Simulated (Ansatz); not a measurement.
Reference: ZnS (F-43m), PBEsol, rigid bands (plane waves, PAW, scalar-relativistic; Ansatz, an electronic-structure program); axes and stresses refer to this cell.

```xyz
2
Lattice="0.0000 2.6783 2.6783 2.6783 0.0000 2.6783 2.6783 2.6783 0.0000" Properties=species:S:1:pos:R:3 pbc="T T T"
Zn     0.0000     0.0000     0.0000
S      1.3391     1.3391     1.3391
```

The Seebeck coefficient, n-type 1e19 cm⁻³ is -104 μV/K and the Seebeck coefficient, p-type 1e19 cm⁻³ is 394 μV/K. The electron conductivity mass is 0.179 mₑ.

Problem. Change: functional PBE, cell relaxed with it. What happens to Seebeck coefficient, n-type 1e19 cm⁻³, Seebeck coefficient, p-type 1e19 cm⁻³, electron conductivity mass?

Solution. Seebeck coefficient, n-type 1e19 cm⁻³ moves little, to -104 μV/K; Seebeck coefficient, p-type 1e19 cm⁻³ moves little, to 403 μV/K; electron conductivity mass moves little, to 0.180 mₑ.

Problem. Change: functional r2SCAN on the same cell. What happens to Seebeck coefficient, n-type 1e19 cm⁻³, Seebeck coefficient, p-type 1e19 cm⁻³, electron conductivity mass?

Solution. Seebeck coefficient, n-type 1e19 cm⁻³ rises in size to -117 μV/K; Seebeck coefficient, p-type 1e19 cm⁻³ moves little, to 395 μV/K; electron conductivity mass grows to 0.21 mₑ.

Masses are for dilute carriers at 300 K, harmonic means over directions unless an axis is named. Seebeck coefficients are for the stated density at 300 K, with one relaxation time for all states and whether or not that doping can be reached. Spin-orbit coupling is left out unless a row names it.
